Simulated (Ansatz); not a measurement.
For fluorite AuAl2, rVV10 (Ansatz, a quantum-chemistry and plane-wave program, plane waves, PAW) gives:

```
Property                     Result
-------------------  --------------
lattice parameter a         6.100 Å
bulk modulus B0            97.4 GPa
cohesive energy        3.78 eV/atom
formation enthalpy   -0.377 eV/atom
```

Problem. What does r²SCAN-D4 (PAW; Ansatz) give for the same quantities?

Solution. 
- lattice constant a: 5.992 Å (falls by 1.8 %)
- bulk modulus: 121 GPa (increases by 24 %)
- cohesive energy: 4.16 eV/atom (increases by 0.38 eV/atom)
- formation enthalpy: -0.466 eV/atom (moves by -0.089 eV/atom)

Changes are worked out from the printed values.

Unless a cell is named, each level is at its own relaxed cell (rVV10 18.92, r²SCAN-D4 17.93 Å³/atom).

Levels without +SOC leave out spin–orbit coupling, which shifts energies and cells of such heavy elements.

Ansatz's density-functional and Hartree–Fock values are scalar-relativistic unless marked +SOC, with PAW data made under PBE.
